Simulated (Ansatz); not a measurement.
Cells marked so need not be the phases stable at ambient conditions, and some may be hypothetical.

 Where the default PAW files enter, the runs use the earlier of Ansatz's two default sets.

By PBEsol, each system below comes out a metal.

G/A = (e²/h) × open channels of both spins per area, as a mean over 0.1 eV about the Fermi level, without spin-orbit coupling, for the cells as given.

A. GePt₂ (P-62m, not sure to be the ambient phase, 9 atoms a cell, 15.5 Å³ an atom, -3 GPa at this level), current normal to (001)
B. Sn (I4/mmm, not sure to be the ambient phase, 1 atom a cell, 27.4 Å³ an atom, -2 GPa at this level), current normal to (001)
C. TaS₂ (R-3m, not sure to be the ambient phase, 3 atoms a cell, 19.1 Å³ an atom), current normal to (100)

Problem. Put the candidates in order of ballistic conductance per area, highest first, for PBEsol (Ansatz, a quantum-chemistry and plane-wave program).

Solution. B (1.2 × 10¹⁵ S/m²), C (0.68 × 10¹⁵ S/m²), A (0.46 × 10¹⁵ S/m²)
